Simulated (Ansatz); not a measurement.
The starting structures come from a database of crystals and need not be the phases stable at ambient conditions.

By PBEsol, the system below comes out a metal.

```
CELL_PARAMETERS angstrom
      2.99791     0.00000     0.00000
      0.00000     2.99791     0.00000
      0.00000     0.00000     3.08785
ATOMIC_POSITIONS crystal
  Al 0.00000 0.00000 0.00000
  Os 0.50000 0.50000 0.50000
```

Space group of this cell: P4/mmm. The cell is strained (lengths along the current scaled by 1.03, ions clamped); by PBEsol its mean pressure is -8.0 GPa.

The current flows along the normal of the first two printed cell vectors, the (001) (indices of the unstrained crystal) plane of the conventional cell. No spin-orbit coupling; the value is a mean over 0.1 eV about the Fermi level.

Q: Estimate the ballistic conductance per area that PBEsol (Ansatz, a first-principles code) returns for this system.

A: 1.2 × 10¹⁵ S/m² for both spins.
